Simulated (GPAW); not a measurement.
Worked example: self-consistent single point of Fe₃Rh (Fm-3m, 4 atoms in the cell) in GPAW.

Level of theory: PBEsol, GPAW PAW datasets PBEsol (made by gpaw-setup) (plane waves; GPAW).

The change in words: lattice scaled by 0.98. Reference geometry:
```xyz
4
Lattice="0.0000 2.9565 2.9565 2.9565 0.0000 2.9565 2.9565 2.9565 0.0000" Properties=species:S:1:pos:R:3 pbc="T T T"
Fe     4.4347     4.4347     4.4347
Fe     1.4782     1.4782     1.4782
Fe     0.0000     0.0000     0.0000
Rh     2.9565     2.9565     2.9565
```
Moments meant for the start (each program seeds them in its own way; μB, in the order of the atoms Fe Fe Fe Rh): 4.0 4.0 4.0 1.0.

Reference input (self-consistent single point, DFT PBEsol, plane waves, GPAW PAW datasets PBEsol (made by gpaw-setup)): spinpol = true; mode = pw; ecut = 850 eV; xc = PBEsol; kpts = 8 8 8; mesh shift (steps) = 0 0 0; occupations.name = methfessel-paxton; occupations.width = 0.272 eV; occupations.order = 0; nbands = -10; symmetry.symmorphic = false; symmetry.tolerance = 0.0005. This run's input differs from it in these lines:

```diff
@@ -5,5 +5,5 @@
 atoms = Atoms(['Fe', 'Fe', 'Fe', 'Rh'],
-              cell=[[0.000000, 2.956486, 2.956486],
-                    [2.956486, 0.000000, 2.956486],
-                    [2.956486, 2.956486, 0.000000]],
+              cell=[[0.000000, 2.897356, 2.897356],
+                    [2.897356, 0.000000, 2.897356],
+                    [2.897356, 2.897356, 0.000000]],
               scaled_positions=[[0.750000, 0.750000, 0.750000],
```

Output (repeated stretches shortened):

```
     iter     time        total  log10-change:  magmom
                         energy   eigst   dens
iter:   1 --:--:--   -36.559353                   +13.0142
iter:   2 --:--:--   -36.987631   -1.26  -1.52    +10.7713
iter:   3 --:--:--   -37.102884   -1.95  -1.60    +8.9786
iter:   4 --:--:--   -37.121482   -2.50  -1.71    +8.9038
iter:   5 --:--:--   -37.221664   -2.21  -1.80    +8.8701
   [... 4 lines left out ...]
iter:  10 --:--:--   -37.166741   -4.07  -2.66    +8.8339
iter:  11 --:--:--   -37.189693   -4.08  -2.77    +8.8023
iter:  12 --:--:--   -37.234737   -3.62  -2.87    +8.7975
   [... lines left out ...]
iter:  43 --:--:--   -37.210726c  -6.17  -4.15c   +8.8533
iter:  44 --:--:--   -37.212857c  -5.31  -4.21c   +8.8688
iter:  45 --:--:--   -37.213333c  -4.54  -3.17    +8.8875
iter:  46 --:--:--   -37.212895c  -5.40  -2.83    +8.8716
iter:  47 --:--:--   -37.212372c  -5.68  -3.06    +8.8629
iter:  48 --:--:--   -37.212261c  -7.34  -3.27    +8.8625
iter:  49 --:--:--   -37.212436c  -7.19  -3.31    +8.8626
iter:  50 --:--:--   -37.212486c  -7.99c -3.24    +8.8624
iter:  51 --:--:--   -37.211990c  -6.28  -3.23    +8.8626
iter:  52 --:--:--   -37.211587c  -6.10  -3.48    +8.8623
iter:  53 --:--:--   -37.211619c  -7.68c -4.12c   +8.8626
Converged after 53 iterations.

Dipole moment: (0.000000, 0.000000, 0.000000) |e|*Ang

Total magnetic moment: (0.000000, 0.000000, 8.862602)
Local magnetic moments:
   0 Fe ( 0.000000,  0.000000,  2.760907)
   1 Fe ( 0.000000,  0.000000,  2.760907)
   2 Fe ( 0.000000,  0.000000,  2.451537)
   3 Rh ( 0.000000,  0.000000,  0.843984)

Energy contributions relative to reference atoms: (reference = -233831.110247)

Kinetic:        +25.528622
Potential:      -22.755321
External:        +0.000000
XC:             -40.140291
Entropy (-ST):   -0.110685
Local:           +0.210713
SIC:             +0.000000
--------------------------
Free energy:    -37.266962
Extrapolated:   -37.211619

Spin contamination: 0.143937 electrons
Showing only first 2 kpts
                      Up                     Down
   [... lines left out ...]
Fermi level: 10.50815
No gap
   [... lines left out ...]
Energy (eV): -37.211619

Forces in eV/Ang:
  0 Fe   -0.00000    0.00000   -0.00000
  1 Fe    0.00000   -0.00000   -0.00000
  2 Fe    0.00000    0.00000    0.00000
  3 Rh    0.00000   -0.00000   -0.00000

Stress tensor:
    -0.007659     0.000000     0.000000
     0.000000    -0.007659    -0.000000
     0.000000    -0.000000    -0.007659
Stress (GPa, Voigt): [-1.2271 -1.2271 -1.2271 -0.      0.      0.    ]
```

The run converged in 53 iterations. GPAW prints stress with tension positive. Against the reference run the free energy goes down by 20.4 meV/atom, the pressure goes from -9.94 to 1.23 GPa and the size of the net moment goes from 2.29 to 2.22 μB/atom.

The starting cell comes from a database of computed structures (which also holds hypothetical and non-ambient phases and stackings), without a prior relaxation at this level. Its lattice was rescaled by a random factor within 2.5 % of one. For this run, on top of that: lattice scaled by 0.98. The magnetic order is the one reached from the typed start; others were not searched systematically.

Cost on one core of a shared machine: roughly 4 min.
